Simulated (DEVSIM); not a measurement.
System: Schottky contact on n-type Si, at 250 K.

```
layer (left to right)  material  thickness (μm)  Nd (cm⁻³)  τn (s)  τp (s)
---------------------  --------  --------------  ---------  ------  ------
1                            Si            1.50     2.2e15  1.5e-5  1.5e-5
2                            Si           0.790     2.3e18  1.5e-5  1.5e-5
```

Left contact: Schottky, work function 4.68 eV, emission velocity 6.6e6 cm/s. Right contact: ohmic. Voltage is applied to the left contact. Recombination: SRH at mid-gap, radiative, Auger. Gap narrowing is on: ΔEg = 6.92 meV × (l + √(l² + 0.5)), l = ln(N/1.3e17 cm⁻³), shared equally by both band edges. Mobility is constant in doping.

This is a model device: material constants are rounded textbook-type values typed into the input, and sizes, dopings and lifetimes were drawn at random. Values at 300 K; Nc and Nv go as T^1.5, mobilities as T to minus their exponent, the gap by Varshni's rule with the affinity fixed.

| parameter | Si |
|---|---|
| gap (eV) | 1.124 |
| affinity (eV) | 4.05 |
| permittivity | 11.7 |
| Nc (cm⁻³) | 2.86e19 |
| Nv (cm⁻³) | 3.1e19 |
| μn (cm²/Vs) | 1417 |
| μp (cm²/Vs) | 470 |
| T exponent of μn | 2.3 |
| T exponent of μp | 2.2 |
| B (cm³/s) | 4.7e-15 |
| Cn (cm⁶/s) | 2.8e-31 |
| Cp (cm⁶/s) | 9.9e-32 |
| Varshni α (eV/K) | 0.000473 |
| Varshni β (K) | 636 |

Model (solved in DEVSIM): 1D drift-diffusion, Boltzmann statistics, complete ionisation; no tunnelling, impact ionisation, image-force lowering or self-heating. Metal contacts follow the ideal Schottky-Mott rule: no Fermi-level pinning, no interface dipoles.

The thickness of layer 1 was swept, all else fixed.

```csv
thickness of layer 1 (μm),dark forward voltage at 100 A/cm² (V)
0.3,0.376
0.52,0.381
0.9,0.387
1.5,0.394
2.5,0.407
4.5,[?]
7.5,0.474
```

Problem. Some entries are withheld; supply them.

Solution. 
- 4.5, dark forward voltage at 100 A/cm² (V): 0.435
